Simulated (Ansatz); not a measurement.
Take MgS in the rock salt structure (space group Fm-3m, No. 225; a = 5.1551 Å) as the base.

Modification: 0.171 holes added to each cell, a density of 5.0×10^21 cm⁻³, with a uniform compensating background at fixed cell and a 300 K Fermi–Dirac width.

Level of theory: PBE-D3(BJ) (Ansatz, a program for electronic structure; PAW; 420 eV plane waves; without spin-orbit coupling).

Base, band edges from the VBM (valence, conduction): X -1.74, 2.85; W -2.43, 5.36; L -0.62, 4.59; Γ 0.00, 3.95; K -1.41, 3.95; U -1.41, 3.95 eV.

**Question.** Give the band edges at the high-symmetry points of the new zone, measured from its valence-band maximum.

**Answer.** 
| point | valence edge (eV) | conduction edge (eV) |
|---|---|---|
| Γ | 0.00 | 4.07 |
| X | -1.70 | 3.03 |
| U | -1.38 | 4.12 |
| K | -1.38 | 4.12 |
| L | -0.61 | 4.74 |
| W | -2.36 | 5.48 |

The gap is 3.03 eV, indirect, Γ → X.

Carriers are added with a uniform compensating background; total energy and stress of such cells depend on the potential's zero and are not compared; many-body gap narrowing is missing at this level. Stability against distortions was not tested.
